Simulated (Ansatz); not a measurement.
Consider BN (space group P6_3/mmc, No. 194; a = 2.500 Å, c = 6.412 Å; layered, stacked along the Cartesian z axis).

Level of theory: PBEsol-D3(BJ)/PAW in Ansatz (an electronic-structure program), spin-orbit coupling left out.

Strains are applied to the cell and any free atomic positions relax.

One change was made to it. Results:

```tsv
quantity	base	after
band gap	4.08 eV	4.05 eV
energy relative to the base (free energy F)	0 meV/atom	+8.7 meV/atom
pressure (mean of the normal stresses, compression positive)	0.00 GPa	-8.55 GPa
```

Question: Which change produced these results?
(A) isotropic strain +1.20 %
(B) isotropic strain +0.60 %
(C) isotropic strain +2.40 %
(D) isotropic strain +3.00 %
(E) isotropic strain +1.80 %

Answer: A, isotropic strain +1.20 %. For comparison, the energy relative to the base in the other runs: isotropic strain +0.60 % gives +2.2 meV/atom; isotropic strain +3.00 % gives +52 meV/atom; isotropic strain +1.80 % gives +19 meV/atom; isotropic strain +2.40 % gives +34 meV/atom.

No phonon test of stability was made.
